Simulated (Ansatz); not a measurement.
Base system: Lu in the hcp (Mg type) structure (space group P6_3/mmc, No. 194; a = 3.4451 Å, c = 5.3488 Å).

Structures relaxed with Ansatz (a program for electronic structure), PBEsol, PAW, cutoff 420 eV, without spin-orbit coupling.

Base:

Simulated powder pattern, Cu Kα1, λ = 1.54056 Å (kinematic, ideal powder, no thermal factors, no anomalous dispersion; the 14 strongest lines at most, above 2 %, up to 2θ = 90°):

```json
[
 {"2θ (°)": "29.92", "I/Imax (%)": "24", "hkl": "(100)"},
 {"2θ (°)": "33.48", "I/Imax (%)": "24", "hkl": "(002)"},
 {"2θ (°)": "34.39", "I/Imax (%)": "100", "hkl": "(101)"},
 {"2θ (°)": "45.51", "I/Imax (%)": "16", "hkl": "(102)"},
 {"2θ (°)": "53.12", "I/Imax (%)": "20", "hkl": "(110)"},
 {"2θ (°)": "60.44", "I/Imax (%)": "20", "hkl": "(103)"},
 {"2θ (°)": "62.18", "I/Imax (%)": "3.1", "hkl": "(200)"},
 {"2θ (°)": "64.27", "I/Imax (%)": "23", "hkl": "(112)"},
 {"2θ (°)": "64.83", "I/Imax (%)": "17", "hkl": "(201)"},
 {"2θ (°)": "70.34", "I/Imax (%)": "2.9", "hkl": "(004)"},
 {"2θ (°)": "72.49", "I/Imax (%)": "4.0", "hkl": "(202)"},
 {"2θ (°)": "78.28", "I/Imax (%)": "3.3", "hkl": "(104)"},
 {"2θ (°)": "84.64", "I/Imax (%)": "8.1", "hkl": "(203)"},
 {"2θ (°)": "88.55", "I/Imax (%)": "15", "hkl": "(211)"}
]
```

It is then changed as follows: a negative pressure, −2 GPa.

After the change:

Simulated powder pattern, Cu Kα1, λ = 1.54056 Å (kinematic, ideal powder, no thermal factors, no anomalous dispersion; the 14 strongest lines at most, above 2 %, up to 2θ = 90°):

```tsv
2θ (°)	I/Imax (%)	hkl
29.50	24	(100)
32.97	24	(002)
33.89	100	(101)
44.82	16	(102)
52.34	20	(110)
59.47	21	(103)
61.22	3.1	(200)
63.26	23	(112)
63.82	17	(201)
69.15	2.9	(004)
71.32	4.0	(202)
76.93	3.3	(104)
83.16	8.1	(203)
87.01	15	(211)
```

The indices refer to the base's conventional cell; one index is shown for lines that coincide.

Load acts through the strain it causes; cell and atoms are relaxed under it. Whether these cells are dynamically stable was not tested.
